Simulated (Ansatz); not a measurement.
# Response to strain in Ti3Al

Base system: Ti3Al (space group P6_3/mmc, No. 194; a = 5.747 Å, c = 4.632 Å). Axes: x lies along a and z along c of the hexagonal cell.

Strains are applied to the cell and any free atomic positions relax; under biaxial strain the out-of-plane vector relaxes too.

The values are results of plane-wave PAW DFT at the r2SCAN level (Ansatz, an electronic-structure program, 500 eV), no SOC, earlier PAW set, not measurements.

Notes on the quantities. energy relative to the base: free energy F; pressure: mean of the normal stresses, compression positive.

```json
[
 {"variant": "base", "energy relative to the base": "0 meV/atom", "pressure": "0.0 GPa", "volume per atom": "16.56 Å³"},
 {"variant": "biaxial strain −1.70 %, plane normal [001], relaxed out of plane", "energy relative to the base": "+8.0 meV/atom", "pressure": "___", "volume per atom": "___"},
 {"variant": "isotropic strain +1.40 %", "energy relative to the base": "+11 meV/atom", "pressure": "-4.7 GPa", "volume per atom": "17.27 Å³"},
 {"variant": "uniaxial strain ε_xx = −0.43 %", "energy relative to the base": "+0.2 meV/atom", "pressure": "___", "volume per atom": "16.49 Å³"}
]
```

Task: Some entries are withheld; estimate them.

Result: 
- biaxial strain −1.70 %, plane normal [001], relaxed out of plane, pressure: 3.2 GPa
- biaxial strain −1.70 %, plane normal [001], relaxed out of plane, volume per atom: 16.15 Å³
- uniaxial strain ε_xx = −0.43 %, pressure: 0.5 GPa

No phonon test of stability was made. All final runs are without spin polarisation.
